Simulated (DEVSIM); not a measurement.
Device: Au/SiON/SiO2/p-Si capacitor, at 400 K.

```csv
layer (left to right),material,thickness (nm),Na (cm⁻³)
1,SiON,4.20,-
2,SiO2,0.550,-
3,Si,8900,4.2e15
```

Metal gate on the left, work function 5.1 eV. Fixed charge at the semiconductor interface 0 cm⁻² (in units of +e); no interface traps.

This is a model device: material constants are rounded textbook-type values typed into the input, and sizes, dopings and lifetimes were drawn at random. Values at 300 K; Nc and Nv go as T^1.5, mobilities as T to minus their exponent, the gap by Varshni's rule with the affinity fixed.

```csv
parameter,SiON,SiO2,Si
gap (eV),7,9,1.124
affinity (eV),1.4,0.9,4.05
permittivity,5.5,3.9,11.7
Nc (cm⁻³),-,-,2.86e19
Nv (cm⁻³),-,-,3.1e19
Varshni α (eV/K),-,-,0.000473
Varshni β (K),-,-,636
```

Simulated with DEVSIM: 1D Poisson equation in equilibrium, Boltzmann statistics, complete ionisation; no quantum confinement or tunnelling. Metal contacts follow the ideal Schottky-Mott rule: no Fermi-level pinning, no interface dipoles.

Problem. Tabulate band edges, carrier densities and field at 0.6 V on the gate.

Solution. Energies count from the Fermi level of the right contact; mesh points crowd at the junctions.

| x (μm) | Ec (eV) | Ev (eV) | n (cm⁻³) | p (cm⁻³) | field (V/cm) |
|---|---|---|---|---|---|
| 0.000 | 3.100 | -3.900 | < 1e2 | < 1e2 | 40000 |
| 0.001257 | 3.105 | -3.895 | < 1e2 | < 1e2 | 40000 |
| 0.002876 | 3.111 | -3.889 | < 1e2 | < 1e2 | 40000 |
| 0.004113 | 3.116 | -3.884 | < 1e2 | < 1e2 | 40000 |
| 0.005012 | 0.470 | -0.626 | 5.2e13 | 6.2e11 | 19000 |
| 0.007022 | 0.474 | -0.622 | 4.7e13 | 6.9e11 | 19000 |
| 0.01188 | 0.483 | -0.613 | 3.6e13 | 8.9e11 | 18000 |
| 0.02982 | 0.515 | -0.582 | 1.4e13 | 2.2e12 | 17000 |
| 0.06690 | 0.574 | -0.523 | 2.6e12 | 1.2e13 | 15000 |
| 0.1564 | 0.680 | -0.417 | 1.2e11 | 2.7e14 | 9000 |
| 0.3602 | 0.766 | -0.331 | 9.9e9 | 3.3e15 | 1200 |
| 1.171 | 0.775 | -0.322 | 7.7e9 | 4.2e15 | ≈ 0 |
| 2.822 | 0.775 | -0.322 | 7.7e9 | 4.2e15 | ≈ 0 |
| 5.942 | 0.775 | -0.322 | 7.7e9 | 4.2e15 | ≈ 0 |
| 7.970 | 0.775 | -0.322 | 7.7e9 | 4.2e15 | ≈ 0 |
| 8.518 | 0.775 | -0.322 | 7.7e9 | 4.2e15 | ≈ 0 |
| 8.745 | 0.775 | -0.322 | 7.7e9 | 4.2e15 | ≈ 0 |
| 8.837 | 0.775 | -0.322 | 7.7e9 | 4.2e15 | ≈ 0 |
| 8.885 | 0.775 | -0.322 | 7.7e9 | 4.2e15 | ≈ 0 |
| 8.897 | 0.775 | -0.322 | 7.7e9 | 4.2e15 | ≈ 0 |
| 8.902 | 0.775 | -0.322 | 7.7e9 | 4.2e15 | ≈ 0 |
| 8.905 | 0.775 | -0.322 | 7.7e9 | 4.2e15 | ≈ 0 |
